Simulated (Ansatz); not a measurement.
**Fermi-surface data of ZrN (I4/mmm)**

```
CELL_PARAMETERS angstrom
      0.00000     2.26926     2.27963
      2.26926     0.00000     2.27963
      2.26926     2.26926     0.00000
ATOMIC_POSITIONS crystal
  Zr 0.50000 0.50000 0.50000
  N  0.00000 0.00000 0.00000
```

These are PBEsol, rigid bands (plane waves, PAW, scalar-relativistic; Ansatz, a first-principles code) values and carry that method's errors. Condition of this run: biaxial stress xx = yy = 2 GPa (compression positive) (the target of the relaxation). Cell: cell and atoms relaxed with PBEsol, then loaded as said.

The density of states at the Fermi level is 0.646 states/(eV·cell), both spins and the bare Sommerfeld coefficient is 0.76 mJ/(mol of atoms·K²). The drude plasma energy comes out as 8.9 eV. The root-mean-square Fermi velocity comes out as 1.1e6 m/s and the resistivity times τ comes out as 6.1 ×10⁻²² Ω·m·s.

A metal at this level (no band gap); rigid bands, thermally averaged at 300 K, both spins. Spin-orbit coupling is left out. τ is one relaxation time for all states.
